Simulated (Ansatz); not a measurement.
Ru, cell Ru48, brought to this temperature after a much hotter stage, below the measured melting point of 2607 K (tabulated, unchecked) (supercooled) [in the run: it was liquid; mean temperature 2436 K (target 2350 K); density 10.63 g/cm³, volume +16 % from the start crystal's; mean pressure 1.2 GPa against a target of 0; one k-point, which a denser mesh shifts by 0.0 GPa in pressure and 0.08 eV/Å in forces].  Bonds are counted up to Ru-Ru 3.62 Å.

Question: What distribution of Ru-Ru-Ru angles does PBE (Ansatz, an electronic-structure program) give?

Answer: mean 96°, standard deviation 34°.
```
angle (°) | p (1/°)
      1.5 |  0.0000
      4.5 |  0.0000
      7.5 |  0.0000
     10.5 |  0.0000
     13.5 |  0.0000
     16.5 |  0.0000
     19.5 |  0.0000
     22.5 |  0.0000
     25.5 |  0.0000
     28.5 |  0.0000
     31.5 |  0.0000
     34.5 |  0.0000
     37.5 | # 0.0004
     40.5 | #### 0.0018
     43.5 | ########## 0.0047
     46.5 | ################# 0.0082
     49.5 | ####################### 0.0112
     52.5 | ############################ 0.0134
     55.5 | ############################## 0.0145
     58.5 | ############################# 0.0140
     61.5 | ########################## 0.0126
     64.5 | ###################### 0.0108
     67.5 | ################### 0.0093
     70.5 | ################ 0.0079
     73.5 | ############### 0.0071
     76.5 | ############## 0.0066
     79.5 | ############# 0.0065
     82.5 | ############## 0.0068
     85.5 | ############### 0.0072
     88.5 | ############### 0.0074
     91.5 | ################# 0.0082
     94.5 | ################## 0.0089
     97.5 | ################### 0.0094
    100.5 | #################### 0.0098
    103.5 | ##################### 0.0101
    106.5 | ##################### 0.0101
    109.5 | ##################### 0.0101
    112.5 | #################### 0.0098
    115.5 | ################### 0.0094
    118.5 | ################### 0.0090
    121.5 | ################# 0.0083
    124.5 | ################ 0.0077
    127.5 | ############### 0.0073
    130.5 | ############## 0.0069
    133.5 | ############# 0.0063
    136.5 | ############# 0.0061
    139.5 | ############ 0.0057
    142.5 | ########### 0.0054
    145.5 | ########### 0.0051
    148.5 | ########## 0.0048
    151.5 | ######### 0.0044
    154.5 | ######## 0.0040
    157.5 | ######## 0.0037
    160.5 | ####### 0.0032
    163.5 | ###### 0.0028
    166.5 | ##### 0.0023
    169.5 | #### 0.0018
    172.5 | ### 0.0013
    175.5 | ## 0.0008
    178.5 | # 0.0003
```
